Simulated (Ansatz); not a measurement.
Consider the following.

End structure of Cl on the 1x1 (111) surface of fcc Au (the real clean face reconstructs), one in a 2x2 cell, started at the site 'bridge Au-Au (span 2.9 Å)':

```yaml
crystal:
  lattice:
    - [5.87918, 0.00000, 0.00000]
    - [-2.93959, 5.09152, 0.00000]
    - [0.00000, 0.00000, 26.50000]
  atoms:
    - { symbol: Au, position: [0.16667, 0.33333, 0.36414] }
    - { symbol: Au, position: [0.16667, 0.83333, 0.36414] }
    - { symbol: Au, position: [0.66667, 0.33333, 0.36414] }
    - { symbol: Au, position: [0.66667, 0.83333, 0.36414] }
    - { symbol: Au, position: [0.33333, 0.16667, 0.45529] }
    - { symbol: Au, position: [0.33333, 0.66667, 0.45529] }
    - { symbol: Au, position: [0.83333, 0.16667, 0.45529] }
    - { symbol: Au, position: [0.83333, 0.66667, 0.45529] }
    - { symbol: Au, position: [0.99664, 0.99832, 0.54474] }
    - { symbol: Au, position: [0.00087, 0.50043, 0.54761] }
    - { symbol: Au, position: [0.49406, 0.99925, 0.54414] }
    - { symbol: Au, position: [0.49406, 0.49482, 0.54414] }
    - { symbol: Au, position: [0.14524, 0.33070, 0.63778] }
    - { symbol: Au, position: [0.14524, 0.81454, 0.63778] }
    - { symbol: Au, position: [0.64771, 0.32385, 0.63433] }
    - { symbol: Au, position: [0.64728, 0.82364, 0.63194] }
    - { symbol: Cl, position: [0.20405, 0.10203, 0.71599] }
```

Set-up: 17 atoms, 7.2 Å thick at the start under the adsorbate (thin: gaps and levels are the slab's own); mesh 6x6x1; 0.1 eV smearing; dipole correction on; single point; on the structure that PBE left under its start's symmetry; no spin, no spin-orbit, no U, no dispersion correction. At the end it is bonded to 2 Au. In PBE it is, or lies within 0.03 eV of, the lowest of the starts that converged; the order may differ at this level.

A negative adsorption energy means that the adsorbate is more stable on the surface than in its reference.

Problem. Estimate the adsorption energy against ½ Cl2(g) at the same level that r2SCAN, at the PBE geometry (Ansatz, a program for electronic structure) returns for this input.

Solution. -112 kJ/mol

Problem. What work function of the top face does r2SCAN, at the PBE geometry give?

Solution. 6.10 eV

Problem. Estimate the change of the work function that r2SCAN, at the PBE geometry returns for this input.

Solution. 0.96 eV

Problem. Give the change of the step from the bottom to the top vacuum level, against the clean slab at the level r2SCAN, at the PBE geometry.

Solution. 0.93 eV
